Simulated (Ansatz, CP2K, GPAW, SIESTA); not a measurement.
Code comparison for BiO (R3m, 2 atoms in the cell)

Self-consistent single point.

```yaml
crystal:
  lattice:
    - [1.99990, 1.15464, 3.12233]
    - [-1.99990, 1.15464, 3.12233]
    - [0.00000, -2.30929, 3.12233]
  atoms:
    - { symbol: Bi, position: [0.00727, 0.00727, 0.00727] }
    - { symbol: O, position: [0.26772, 0.26772, 0.26772] }
```

Shared settings, as Ansatz (a first-principles code) writes them: kpoints.mp_grid.grid = 10 10 10; scf.occupations.method = fermi_dirac; scf.occupations.width = 0.1 eV. Potentials and cutoffs stand in the table.

| code | model | pressure (GPa) | largest force (eV/Å) | cutoff |
|---|---|---|---|---|
| CP2K | LDA (Pade form), GPW, DZVP-MOLOPT-SR-GTH basis, GTH-PADE potentials (GTH_POTENTIALS) | -3.06 | 0.034 | grid 450 Ry |
| Ansatz | LDA (PW92), PAW files made with PBE | -5.29 | 0.036 | 420 eV |
| GPAW | LDA (Perdew-Wang 92), GPAW PAW datasets LDA (gpaw-data 1.0.1) | – | 0.034 | 900 eV |
| SIESTA | LDA PW92, numerical atomic orbitals TZP, PseudoDojo LDA standard norm-conserving potentials (rewritten from UPF to PSML) | -5.61 | 0.052 | grid 400 Ry |

A dash marks a value that a program does not give, or that is left out as unsure.

On Ansatz's run: spin-orbit coupling is off.

The spread over the programs that give each value: pressure within 2.55 GPa; largest force within 0.018 eV/Å.

CP2K and SIESTA use small atom-centred bases, whose incompleteness enters pressures, forces and empty levels differently from a plane-wave cutoff. Ansatz's pressure is given at a fixed set of plane waves, as the other plane-wave codes print theirs; with its correction for the finite basis it is -5.05 GPa (the shift of 0.24 GPa shows how far the cutoff is from converged). The pressure of GPAW is left out: its cutoff lies under the one at which its stress was checked.

The starting cell comes from a database of computed structures (which also holds hypothetical and non-ambient phases and stackings), without a prior relaxation at this level.

Left out of this page: ABINIT (with a known weakness of the program); FLEUR (not drawn, or without a comparable value).

Keys are those of Ansatz 0.2.
